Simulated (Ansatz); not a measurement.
Reference: Mg₂La (Fd-3m), PBEsol, DFPT electron-phonon coupling, linearised Boltzmann equation (plane waves, PAW, scalar-relativistic; Ansatz, a first-principles code); geometry: relaxed with this functional, without spin-orbit coupling.

Space group Fd-3m, origin choice 1 (No. 227); a = b = c = 8.677 Å, α = β = γ = 90.00°

```csv
atom,site,symmetry,x,y,z
La,8a,-43m,0.0000,0.0000,0.0000
Mg,16d,.-3m,0.6250,0.6250,0.6250
```
(The calculation used a cell of 6 atoms; values per cell refer to that cell.)

| Item | Result |
|---|---|
| resistivity at 300 K | 65 μΩ·cm |

**Question.** Swap Mg for Ir, keeping the structure type. How do these values move?

**Answer.** LaIr2 (Fd-3m): volume per atom 27.2 to 18.6 Å³; resistivity at 300 K falls (65 μΩ·cm to 51 μΩ·cm).

**Question.** Swap Mg for Pt, keeping the structure type. How do these values move?

**Answer.** LaPt$_{2}$ (Fd-3m): volume per atom 27.2 to 19.4 Å³; resistivity at 300 K falls (65 μΩ·cm to 30 μΩ·cm).

**Question.** Replace Mg by Al on the same sites and relax. What happens?

**Answer.** LaAl$_{2}$ (Fd-3m): volume per atom 27.2 to 21.8 Å³; resistivity at 300 K falls (65 μΩ·cm to 48 μΩ·cm).

Moves up to 8 % count as about the same. Metals; harmonic phonons alone scatter; means over directions. Halving the electron mesh moves these values by up to 6 %; q meshes are mostly untested. Some of the runs warned that the eigensolver left states short of its tolerance. Spin-orbit coupling is left out.

Formula and space group known from diffraction (Crystallography Open Database), not checked to be the room-temperature form: LaIr2 (Fd-3m), LaPt2 (Fd-3m), Mg2La (Fd-3m). Computed structure with no diffraction record at hand here (it may be known, metastable or hypothetical): LaAl2 (Fd-3m). The missing spin-orbit coupling matters most for LaIr2 (Fd-3m), LaPt2 (Fd-3m).
